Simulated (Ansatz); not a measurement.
**A computed series for SiC: response to strain**

Consider SiC in the zinc blende structure (space group F-43m, No. 216; a = 4.356 Å).

Strains are applied to the cell and any free atomic positions relax.

Levels (all Ansatz, a quantum-chemistry and plane-wave program, PAW): r2SCAN (500 eV, without spin-orbit coupling); HSE06 (420 eV, without spin-orbit coupling).

```
isotropic strain (%)  band gap, r2SCAN (eV)  band gap, HSE06 (eV)
--------------------  ---------------------  --------------------
-4.37                                  1.61                  2.13
-1.24                                     ?                     ?
0                                      1.71                  2.23
5.41                                   1.80                  2.30
```

Task: Fit E_g = E₀ + Dε (ε in %) to the rows shown and predict the withheld row.

Result: Least squares on the printed values gives 

- r2SCAN: E₀ = 1.70 eV, D = 19.3 meV per % of strain (largest residual 0.01 eV); this predicts 1.68 eV, and the run gives 1.69 eV, in agreement
- HSE06: E₀ = 2.21 eV, D = 17.2 meV per % of strain (largest residual 0.02 eV); this predicts 2.19 eV, and the run gives 2.20 eV, in agreement.

Single points use the geometry relaxed with r2SCAN. HSE06 gaps are upper bounds (no full band path). Whether these cells are dynamically stable was not tested.
